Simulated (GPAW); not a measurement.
Band structure of BaSn3S4 (Pm, 8 atoms in the cell).

```xyz
8
Lattice="4.4490 0.0000 0.0000 0.0000 4.2051 0.0000 -0.1018 0.0000 11.7455" Properties=species:S:1:pos:R:3 pbc="T T T"
Ba     1.7978     2.1025     7.1959
Sn     0.6544     2.1025     1.2433
Sn     2.7788     0.0000     4.2123
Sn     3.7815     0.0000    10.3360
S      2.0542     2.1025    10.3626
S      0.0037     2.1025     4.1228
S      2.2872     0.0000     1.7341
S      4.0311     0.0000     7.7753
```

Method of the run: LDA (Perdew-Wang 92), GPAW PAW datasets LDA (gpaw-data 1.0.1) (plane waves; GPAW).

Settings: mode = pw; ecut = 600 eV; xc = LDA; kpts = 3 4 2; mesh shift (steps) = 0 0 0; occupations.name = fermi-dirac; occupations.width = 0.05 eV; nbands = -6; convergence.bands = -4; symmetry.symmorphic = false; symmetry.tolerance = 0.0005; maxiter = 120; bandpath_npoints = 40.

The starting cell comes from a database of computed structures (which also holds hypothetical and non-ambient phases and stackings), without a prior relaxation at this level.

Problem. Predict the gap along the standard path and the places of the band edges.

Solution. The gap along the path is 0.77 eV, from X to C; the smallest direct gap on it is 0.81 eV. Another conduction valley lies within 0.1 eV, so the order of the valleys is not sure.

Levels in eV from the top of the valence band on the SCF mesh, bands 35 to 42:
```csv
point,35,36,37,38,39,40,41,42
Γ,-1.07,-0.76,-0.72,-0.55,1.77,2.18,2.64,2.91
Y,-0.98,-0.77,-0.69,-0.53,1.69,2.37,2.51,3.02
H,-1.35,-0.48,-0.21,0.34,1.20,1.54,1.84,2.29
C,-1.35,-0.48,-0.21,0.34,1.20,1.54,1.84,2.29
E,-1.44,-1.41,-1.00,-0.92,2.51,2.53,3.02,3.88
M1,-1.44,-1.41,-1.00,-0.92,2.51,2.53,3.02,3.88
A,-1.37,-1.19,-1.06,-1.03,2.87,2.94,3.22,3.82
X,-1.35,-0.50,-0.26,0.43,1.24,1.44,1.85,2.26
D,-1.43,-0.72,-0.68,-0.16,1.47,1.84,1.94,2.61
```
